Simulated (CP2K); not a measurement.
## Input and output of a self-consistent single point for CsSiI3 (R3m, 5 atoms in the cell) (CP2K)

Method: CP2K with LDA (Pade form), GPW, DZVP-MOLOPT-SR-GTH basis, GTH-PADE potentials (GTH_POTENTIALS).

The input file:

```
&GLOBAL
  PROJECT bulk
  RUN_TYPE ENERGY_FORCE
  PRINT_LEVEL MEDIUM
&END GLOBAL
&FORCE_EVAL
  METHOD Quickstep
  STRESS_TENSOR ANALYTICAL
  &DFT
    BASIS_SET_FILE_NAME BASIS_MOLOPT
    POTENTIAL_FILE_NAME GTH_POTENTIALS
    &QS
      METHOD GPW
      EPS_DEFAULT 1E-11
    &END QS
    &MGRID
      CUTOFF 500
      REL_CUTOFF 50
      NGRIDS 5
    &END MGRID
    &SCF
      SCF_GUESS ATOMIC
      EPS_SCF 1E-6
      MAX_SCF 100
      ADDED_MOS 7
      &DIAGONALIZATION
        ALGORITHM STANDARD
      &END DIAGONALIZATION
      &MIXING
        METHOD BROYDEN_MIXING
        ALPHA 0.4
        NBUFFER 8
        BETA 1.5
      &END MIXING
      &SMEAR ON
        METHOD FERMI_DIRAC
        ELECTRONIC_TEMPERATURE [K] 580.23
      &END SMEAR
    &END SCF
    &KPOINTS
      SCHEME MONKHORST-PACK 4 4 4
      GAMMA_CENTERED T
    &END KPOINTS
    &XC
      &XC_FUNCTIONAL PADE
      &END XC_FUNCTIONAL
    &END XC
    &PRINT
      &MO
        EIGENVALUES T
        OCCUPATION_NUMBERS T
        NDIGITS 8
        FILENAME mo
        &EACH
          QS_SCF 0
        &END EACH
        ADD_LAST NUMERIC
      &END MO
      &MULLIKEN ON
      &END MULLIKEN
    &END PRINT
  &END DFT
  &SUBSYS
    &CELL
      A 6.13359100 0.00000000 0.00000000
      B 0.26520100 6.12785500 0.00000000
      C 0.26520100 0.25397200 6.12259000
      PERIODIC XYZ
    &END CELL
    &COORD
      SCALED
      Cs       0.00101000     0.00101000     0.00101000
      Si       0.46266000     0.46266000     0.46266000
      I        0.50187500     0.50187500     0.02939000
      I        0.02939000     0.50187500     0.50187500
      I        0.50187500     0.02939000     0.50187500
    &END COORD
    &KIND Cs
      BASIS_SET DZVP-MOLOPT-SR-GTH
      POTENTIAL GTH-PADE-q9
    &END KIND
    &KIND Si
      BASIS_SET DZVP-MOLOPT-SR-GTH
      POTENTIAL GTH-PADE-q4
    &END KIND
    &KIND I
      BASIS_SET DZVP-MOLOPT-SR-GTH
      POTENTIAL GTH-PADE-q7
    &END KIND
  &END SUBSYS
  &PRINT
    &FORCES ON
    &END FORCES
    &STRESS_TENSOR ON
    &END STRESS_TENSOR
  &END PRINT
&END FORCE_EVAL
```

Output (repeated stretches shortened):

```
 GLOBAL| Method name                                                        CP2K
 GLOBAL| Project name                                                       bulk
 GLOBAL| Run type                                                   ENERGY_FORCE

 CELL| Volume [angstrom^3]:                                           230.122176
 CELL| Vector a [angstrom]:       6.134     0.000     0.000   |a| =     6.133591
 CELL| Vector b [angstrom]:       0.265     6.128     0.000   |b| =     6.133591
 CELL| Vector c [angstrom]:       0.265     0.254     6.123   |c| =     6.133591
 CELL| Angle (b,c), alpha [degree]:                                    87.521902
 CELL| Angle (a,c), beta  [degree]:                                    87.521903
 CELL| Angle (a,b), gamma [degree]:                                    87.521903
 CELL| Numerically orthorhombic:                                              NO
 CELL| Periodicity                                                           XYZ

 DFT| Spin restricted Kohn-Sham (RKS) calculation                            RKS
 DFT| Multiplicity                                                             1
 DFT| Number of spin states                                                    1
 DFT| Charge                                                                   0
 DFT| XC density smoothing                                                  NONE
 DFT| XC derivatives                                                          PW

 QS| Method:                                                                 GPW
 QS| Density plane wave grid type                        NON-SPHERICAL FULLSPACE
 QS| Number of grid levels:                                                    5
 QS| Density cutoff [a.u.]:                                                250.0
 QS| Multi grid cutoff [a.u.]: 1) grid level                               250.0
   [... lines left out ...]
 BRILLOUIN| Wavefunction type                                            COMPLEX
 BRILLOUIN| List of Kpoints [2 Pi/Bohr]                                       36
 BRILLOUIN| Number           Weight            X              Y              Z
 BRILLOUIN|     1           0.03125       -0.25000       -0.25000       -0.25000
 BRILLOUIN|     2           0.03125       -0.25000       -0.25000        0.00000
 BRILLOUIN|     3           0.03125       -0.25000       -0.25000        0.25000
   [... 33 lines left out ...]
 *******************************************************************************

 Extrapolation method: initial_guess

 Re-scaling the density matrix to get the right number of electrons
                  # Electrons              Trace(P)               Scaling factor
                           34                34.000                        1.000

 Number of electrons:                                                         34
 Number of occupied orbitals:                                                 17
 Number of molecular orbitals:                                                24

 Number of orbital functions:                                                 66
 Number of independent orbital functions:                                     66
 SCF WAVEFUNCTION OPTIMIZATION

  Step     Update method      Time    Convergence         Total energy    Change
     1 NoMix/Diag. 0.40E+00      -     0.77227427       -58.9055514461 -5.89E+01
     2 Broy./Diag. 0.40E+00      -     0.01870926       -59.0752822109 -1.70E-01
     3 Broy./Diag. 0.40E+00      -     0.05899741       -58.9281611127  1.47E-01
     4 Broy./Diag. 0.40E+00      -     0.00577346       -58.9449784769 -1.68E-02
     5 Broy./Diag. 0.40E+00      -     0.00612390       -58.9188175763  2.62E-02
     6 Broy./Diag. 0.40E+00      -     0.00398827       -58.9077921335  1.10E-02
     7 Broy./Diag. 0.40E+00      -     0.00127814       -58.9017592236  6.03E-03
   [... 5 lines left out ...]
    13 Broy./Diag. 0.40E+00      -     0.00003434       -58.8944867219 -9.22E-05
    14 Broy./Diag. 0.40E+00      -     0.00000953       -58.8945048197 -1.81E-05
    15 Broy./Diag. 0.40E+00      -     0.00001034       -58.8945027168  2.10E-06
    16 Broy./Diag. 0.40E+00      -     0.00000177       -58.8944900671  1.26E-05
    17 Broy./Diag. 0.40E+00      -     0.00000071       -58.8944801586  9.91E-06
  *** SCF run converged in    17 steps ***

  Electronic density on regular grids:        -34.0000000000        0.0000000000
  Core density on regular grids:               33.9999999993       -0.0000000007
  Total charge density on r-space grids:       -0.0000000007
  Total charge density g-space grids:          -0.0000000007

  Overlap energy of the core charge distribution:               0.00000000002852
  Self energy of the core charge distribution:               -126.62209403486577
  Core Hamiltonian energy:                                     24.66227500144787
  Hartree energy:                                              54.01286621803372
  Exchange-correlation energy:                                -10.94752680665590
  Electronic entropic energy:                                  -0.00000053651425
  Fermi energy:                                                 0.09615251923132

  Total energy:                                               -58.89448015855277
  Total energy (extrapolated to T->0):                        -58.89447989029565

                     Mulliken Population Analysis

 #  Atom  Element  Kind  Atomic population                           Net charge
       1     Cs       1          8.376703                              0.623297
       2     Si       2          4.043192                             -0.043192
       3     I        3          7.193369                             -0.193369
       4     I        3          7.193368                             -0.193368
       5     I        3          7.193368                             -0.193368
 # Total charge                             34.000000                 -0.000000

 ENERGY| Total FORCE_EVAL ( QS ) energy [hartree]            -58.894473449987800

 FORCES| Atomic forces [hartree/bohr]
 FORCES|   Atom     x               y               z               |f|
 FORCES|      1  9.97610499E-05  9.55376807E-05  9.16570980E-05   1.65773156E-04
 FORCES|      2  1.27825431E-03  1.22413059E-03  1.17439679E-03   2.12406158E-03
 FORCES|      3  1.80045562E-04  1.72422010E-04 -1.75655089E-03   1.77415241E-03
 FORCES|      4 -1.73848704E-03  2.55449554E-04  2.45072625E-04   1.77416241E-03
 FORCES|      5  1.80045378E-04 -1.74790446E-03  2.45074569E-04   1.77416118E-03
 FORCES| Sum    -3.80742628E-07 -3.64621287E-07 -3.49810146E-07
 FORCES| Total atomic force                                       6.32677461E-07

 STRESS| Analytical stress tensor [bar]
 STRESS|                        x                   y                   z
 STRESS|      x       -1.50127996003E+04  -3.54712004709E+00  -3.40282701845E+00
 STRESS|      y       -3.54712004709E+00  -1.50124933906E+04  -3.25778503060E+00
 STRESS|      z       -3.40282701845E+00  -3.25778503060E+00  -1.50122358678E+04
 STRESS| 1/3 Trace                                            -1.50125096196E+04
```

The run converged in 17 iterations.

The starting cell comes from a database of computed structures (which also holds hypothetical and non-ambient phases and stackings), without a prior relaxation at this level. Values carry the incompleteness of an atom-centred basis.
